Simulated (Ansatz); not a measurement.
A zone-centre phonon calculation of CdPd (P1, 2 atoms in the cell) with Ansatz (a program for electronic structure).

Method: LDA (PW92), PAW files made with PBE (plane waves; Ansatz).

```xyz
2
Lattice="3.0373 0.0000 0.0000 0.0000 3.0373 0.0000 0.0000 0.0000 3.6935" Properties=species:S:1:pos:R:3 pbc="T T T"
Cd    -0.0331     0.0255    -0.0016
Pd     1.5517     1.4931     1.8483
```

Reference input (self-consistent single point, DFT, LDA (PW92), plane waves, PAW files made with PBE): kpoints.mp_grid.grid = 9 9 8; hamiltonian.xc = lda; hamiltonian.pseudopotentials = {kind: paw} (the program's default PAW files); scf.occupations.method = fermi_dirac; scf.occupations.width = 0.0073 Ry. This run's input differs from it in these lines:

```diff
@@ -16,6 +16,4 @@
   occupations: { method: fermi_dirac, width: 0.0073 Ry }
-output:
-  forces: true
-  eigenvalues: true
-  stress: true
+phonons:
+  method: dfpt
```

The program printed (abridged):

```
SCF iter   1: F=—  HF=-14968.197876 eV  |F-HF|=—  |Δ(HF+E_count)|=         —  Δρ=2.34e-1  dr2=2.64e1  ethr=3.10e-3  ⟨swp⟩=4.7  Hψ=27842  notcnv=0
all-band conjugate gradients solve this SCF's bands
preconditioner: auto → Kerker (q_TF=auto, 2.778 Å⁻¹)
SCF iter   2: F=—  HF=-14963.412237 eV  |F-HF|=—  |Δ(HF+E_count)|=    4.79e0  Δρ=4.75e-2  dr2=3.37e-1  ethr=3.10e-3  ⟨swp⟩=3.0  Hψ=18465  notcnv=0
   [... lines left out ...]
SCF iter   9: F=—  HF=-14963.390235 eV  |F-HF|=—  |Δ(HF+E_count)|=   5.12e-6  Δρ=6.88e-6  dr2=2.45e-8  ethr=7.54e-10  ⟨swp⟩=2.1  Hψ=9190  notcnv=0  defer=2
SCF iter  10: F=—  HF=-14963.390235 eV  |F-HF|=—  |Δ(HF+E_count)|=   5.76e-9  Δρ=1.46e-6  dr2=8.06e-10  ethr=6.45e-11  ⟨swp⟩=2.1  Hψ=9163  notcnv=0  defer=2
SCF iter  11: F=—  HF=-14963.390235 eV  |F-HF|=—  |Δ(HF+E_count)|=  1.47e-10  Δρ=2.85e-7  dr2=1.81e-11  ethr=2.12e-12  ⟨swp⟩=2.3  Hψ=11021  notcnv=0  defer=2
SCF iter  12: F=-14963.390235 eV  HF=-14963.390235 eV  |F-HF|=3.64e-12  |Δ(HF+E_count)|=  1.82e-12  Δρ=5.76e-8  dr2=1.02e-12  ethr=1.00e-12  ⟨swp⟩=4.7  Hψ=28429  notcnv=0
SCF 1 converged in 12 iterations: F = -14963.390235 eV  dr2 = 1.02e-12
DFPT response loops at Γ: preconditioner auto → Kerker (q_TF=auto, 2.778 Å⁻¹) (partly filled bands, converged f_vac=0.000) …
phonon interpolation: 2 periodic images of 2 blocks of the force constants (a block to an ordered pair of atoms and a translation) lie up to 4.14e-3 Å farther …
Free energy (F): -14963.390235 eV
Internal energy: -14963.370514 eV  (E = F + TS)
E sigma→0 (E₀):  -14963.380374 eV
Entropy (-TS):   -0.019721 eV (-9.861 meV/atom)
Fermi energy:    17.474174 eV
   [... lines left out ...]
  ASR residual: 2.152e-4 → 0.000e0 eV/Å²; symmetrization residual: 1.639e-5 eV/Å²
  ASR residual per site (eV/Å²): 3.55e-5 2.15e-4
  Γ frequencies (cm⁻¹): 0.00 0.00 0.00 130.03 133.30 162.88
  non-analytic LO–TO correction: not included (Born effective charges unavailable; polar crystals: no LO–TO splitting at Γ)
```

The run converged in 12 iterations. 

Summary of the result:
```
Quantity                                                                   Value
--------------------------------------------------------  ----------------------
Free energy E − TS (on the zero of these files)                   -14963.3902 eV
Fermi level (on the code's own zero)                                    17.47 eV
Zone-centre frequencies (cm⁻¹; negative means imaginary)  0, 0, 0, 130, 133, 163
```

The starting cell comes from a database of computed structures (which also holds hypothetical and non-ambient phases and stackings), without a prior relaxation at this level. Its atoms were displaced at random from the sites of space group no. 123. Spin polarisation is off.

Cost on one core of a shared machine: roughly 2 min.

Keys are those of Ansatz 0.2.
